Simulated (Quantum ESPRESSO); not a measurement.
Several settings converged on Nb (Im-3m, 1 atom in the cell)

```yaml
crystal:
  lattice:
    - [-1.65825, 1.65825, 1.65825]
    - [1.65825, -1.65825, 1.65825]
    - [1.65825, 1.65825, -1.65825]
  atoms:
    - { symbol: Nb, position: [0.00000, 0.00000, 0.00000] }
```

Base method: PBE, PSlibrary ultrasoft (PBE) pseudopotentials (plane waves; Quantum ESPRESSO).

Base settings: ecutwfc = 55 Ry; ecutrho = 330 Ry; occupations = smearing; smearing = fermi-dirac; degauss = 0.0073499 Ry; potentials = {Nb: Nb.pbe-spn-rrkjus_psl.1.0.0.UPF}; K_POINTS = automatic 14 14 14 0 0 0; conv_thr = 1e-09 Ry; mixing_beta = 0.3.

The count of work is k-points × plane waves × bands × iterations; it is no time. 

**The width of Fermi-Dirac smearing**

In this ladder: K_POINTS = automatic 23 23 23 0 0 0.

Narrow widths need finer meshes than wide ones, so the last steps can hold mesh noise.

Only quantities that move along the ladder and can be compared are tabulated; pressure and forces are left out, as mesh noise rules them at narrow widths.

| degauss | free energy less the last step's (meV/atom) | energy extrapolated to zero width less the last step's (meV/atom) |
|---|---|---|
| 0.073499 Ry | -1798.81 | -65.21 |
| 0.036749 Ry | -480.02 | -40.48 |
| 0.02205 Ry | -186.93 | -19.24 |
| 0.0147 Ry | -86.18 | -7.03 |
| 0.0073499 Ry | -18.35 | -0.29 |
| 0.0036749 Ry | 0.00 | 0.00 |

Widest degauss that holds the free energy within 5 meV/atom: not settled: the last two steps still differ by 18 meV/atom, over half the tolerance, so the ladder does not show it.

Widest degauss that holds the energy extrapolated to zero width within 1 meV/atom of the last step, with all finer ones: 0.0073499 Ry; the step before is off by 7.0 meV/atom.

The extrapolation to zero width removes most of the smearing's effect on the energy.

**The width of Methfessel-Paxton smearing**

In this ladder: smearing = methfessel-paxton; K_POINTS = automatic 23 23 23 0 0 0.

Narrow widths need finer meshes than wide ones, so the last steps can hold mesh noise.

Only quantities that move along the ladder and can be compared are tabulated; pressure and forces are left out, as mesh noise rules them at narrow widths.

```tsv
degauss	free energy less the last step's (meV/atom)
0.073499 Ry	-25.99
0.036749 Ry	-4.69
0.02205 Ry	0.20
0.0147 Ry	0.30
0.0073499 Ry	0.07
0.0036749 Ry	0.00
```

Widest degauss that holds the free energy within 2 meV/atom of the last step, with all finer ones: 0.02205 Ry; the step before is off by 4.7 meV/atom.

**The mesh under tetrahedron occupations**

In this ladder: occupations = tetrahedra_opt; smearing = default; degauss = default.

Only quantities that move along the ladder and can be compared are tabulated.

```tsv
K_POINTS	free energy less the last step's (meV/atom)	pressure (GPa)	count of work / last
automatic 6 6 6 0 0 0	134.30	-0.57	0.016
automatic 7 7 7 0 0 0	90.55	-0.52	0.022
automatic 9 9 9 0 0 0	49.85	-1.27	0.035
automatic 11 11 11 0 0 0	33.72	-1.27	0.062
automatic 14 14 14 0 0 0	17.15	-1.62	0.13
automatic 17 17 17 0 0 0	8.89	-1.77	0.20
automatic 21 21 21 0 0 0	3.85	-1.85	0.35
automatic 26 26 26 0 0 0	1.22	-1.90	0.63
automatic 32 32 32 0 0 0	0.00	-1.92	1.0
```

Coarsest K_POINTS that holds the pressure within 0.1 GPa of the last step, with all finer ones: automatic 21 21 21 0 0 0, at 0.35 of the last step's count of work; the step before is off by 0.15 GPa.

Coarsest K_POINTS that holds the free energy within 5 meV/atom of the last step, with all finer ones: automatic 21 21 21 0 0 0, at 0.35 of the last step's count of work; the step before is off by 8.9 meV/atom.

Two neighbours can agree and both be off: automatic 6 6 6 0 0 0 and automatic 7 7 7 0 0 0 differ by 0.05 GPa in the pressure, yet lie about 1.4 GPa from the last step.

On the base run: the starting cell has typed, rounded lattice constants, without a prior relaxation at this level. Its lattice was rescaled by up to half a per cent. Spin polarisation is off.

Left out of this page: 4 runs of the series outside the window shown, repeating another row's setting, or not comparable.
